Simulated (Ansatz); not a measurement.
Base system: CaF₂ in the fluorite structure (space group Fm-3m, No. 225).

```xyz
3
Lattice="0.0000 2.7103 2.7103 2.7103 0.0000 2.7103 2.7103 2.7103 0.0000" Properties=species:S:1:pos:R:3 pbc="T T T"
Ca     0.0000     0.0000     0.0000
F      1.3551     1.3551     1.3551
F      4.0654     4.0654     4.0654
```

The values are results of PBEsol in Ansatz (plane waves to 420 eV, PAW, without spin-orbit coupling), not measurements.

Base values:

- Lattice parameter a = 5.421 Å

Now apply this change: a negative pressure, −2 GPa.

Q: What does the calculation give for the lattice parameter a after the change?

A: The lattice parameter a increases by 0.044 Å (5.421 Å → 5.465 Å).

Load acts through the strain it causes; cell and atoms are relaxed under it. Whether these cells are dynamically stable was not tested.

Ansatz is a quantum-chemistry and plane-wave program.
